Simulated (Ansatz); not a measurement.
Results of PBE0 in Ansatz (PAW) for L1₂ (Cu3Au-type) Al₃Sc.

Total energies, extrapolated to zero smearing (they compare only within this program, potentials and cutoff):

| system | energy (eV/atom) |
|---|---|
| L1₂ (Cu3Au-type) Al₃Sc, relaxed | -938.0393 |
| hcp Sc | -2136.1050 |
| fcc Al | -537.9820 |

**Question.** Work out the enthalpy of formation per atom.

**Answer.** ΔH_f ≈ ΔE = -938.0393 − [1 × (-2136.1050) + 3 × (-537.9820)]/4 = -0.527 eV/atom (0 K, no vibrations). The reference value is -0.451 ± 0.02 eV/atom (measured, 298 K, copied from a table, unchecked, not corrected to a static lattice; as tabulated in Wang et al. (2021), doi:10.1038/s41598-021-94550-5), a difference of -0.076 eV/atom.

The PAW data were made under PBE.

Ansatz is an electronic-structure program.
